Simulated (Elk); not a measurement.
Band structure of Cu3Pd (Pm-3m, 4 atoms in the cell).

```
CELL_PARAMETERS angstrom
      3.68588     0.00000     0.00000
      0.00000     3.68588     0.00000
      0.00000     0.00000     3.68588
ATOMIC_POSITIONS crystal
  Cu 0.00000 0.50000 0.50000
  Cu 0.50000 0.00000 0.50000
  Cu 0.50000 0.50000 0.00000
  Pd 0.00000 0.00000 0.00000
```

Level of theory: PBEsol, all-electron FP-LAPW, Elk's shipped species files, default APW+lo basis (Elk).

Settings: xctype = 22; rgkmax = 7; stype = 3; swidth = 0.00183747 Ha; ngridk = 9 9 9; rmtscf = 0.92.

The starting cell comes from a database of computed structures (which also holds hypothetical and non-ambient phases and stackings), without a prior relaxation at this level. Its lattice was rescaled by a random factor within 2.5 % of one. Spin polarisation is off. Values depend on the basis (sphere radii, cutoffs, local orbitals), which need not be converged.

Levels in eV from the Fermi level, bands 31 to 38:
```tsv
point	31	32	33	34	35	36	37	38
Γ	-0.83	-0.39	-0.39	-0.39	1.99	1.99	1.99	8.24
X	-1.57	-1.51	-1.16	-1.16	-0.42	6.94	6.94	7.13
M	-1.82	-1.57	-1.57	0.03	0.03	1.10	1.23	9.28
R	-0.87	-0.87	-0.74	-0.74	-0.24	-0.24	-0.24	4.89
```

Bands cross the Fermi level along this path, so the cell is metallic at this level.
